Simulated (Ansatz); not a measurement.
Consider the following.

```yaml
crystal:
  lattice:
    - [0.00000, 2.28417, 2.24881]
    - [2.28417, 0.00000, 2.24881]
    - [2.28417, 2.28417, 0.00000]
  atoms:
    - { symbol: B, position: [0.00000, 0.00000, 0.00000] }
    - { symbol: P, position: [0.25000, 0.25000, 0.25000] }
```

Calculation: HSE06, rigid bands (plane waves, PAW, scalar-relativistic; Ansatz, an electronic-structure program). Condition of this run: biaxial stress in (001) of -4 GPa (compression positive) (the target of the relaxation). How the cell was made: cell and atoms relaxed with PBEsol, then loaded as said.

Q: What conductivity effective mass do dilute electrons have at 300 K?

A: 0.23 (x), 0.23 (y), 1.24 (z) mₑ.

Q: Predict the hole conductivity mass (n e² τ/σ) at 300 K, by direction if it differs.

A: 0.33 (x), 0.33 (y), 0.46 (z) mₑ.

Q: And the band gap?

A: 1.72 eV at this level.

Rigid bands, one relaxation time for all states, no polarons. Spin-orbit coupling is left out; where it splits the top of the valence band it changes the hole mass and lowers the gap by about a third of the splitting. Geometry: cell and atoms relaxed with PBEsol.
